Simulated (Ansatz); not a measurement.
Cost and result by functional for the adsorption energy of H on the 1x1 (0001) surface of hcp Sc, one in a 2x2 cell, started at the site 'hollow Sc-Sc-Sc', in Ansatz (plane waves, PAW). Single points on the PBE structure, on one kind of machine; costs are rough ratios of the slab run's core time (references not counted) to the cheapest single point. r2SCAN's cost holds its higher cutoff (500 against 420 eV). Differences are taken against r2SCAN for comparison alone: no measured value is at hand, so the table doesn't rank accuracy.

Model: 17-atom slab, 7.6 Å thick at the start under the adsorbate (thin: gaps and levels are the slab's own), 5x5x1 mesh, Fermi-Dirac 0.1 eV, dipole correction, 8 atoms held, the rest relaxed; start symmetry kept, larger cells not searched; no spin, no spin-orbit, no U, no dispersion correction. At the end it is bonded to 3 Sc. In PBE it is, or lies within 0.03 eV of, the lowest of the starts that converged. These notes are the PBE run's. Adsorption energies are against ½ H2(g). A negative adsorption energy means that the adsorbate is more stable on the surface than in its reference.

```
functional                     relative cost  adsorption energy (eV)  less r2SCAN (eV)
-----------------------------  -------------  ----------------------  ----------------
RPBE                                       1                   -1.01              0.26
r2SCAN                                     2                   -1.27              0.00
PBE (the relaxed run's value)              –                   -1.10              0.18
```

The values span 0.26 eV, while the single points' costs differ by a factor of roughly 2. Differences are of unrounded values.

Ansatz is an electronic-structure program.
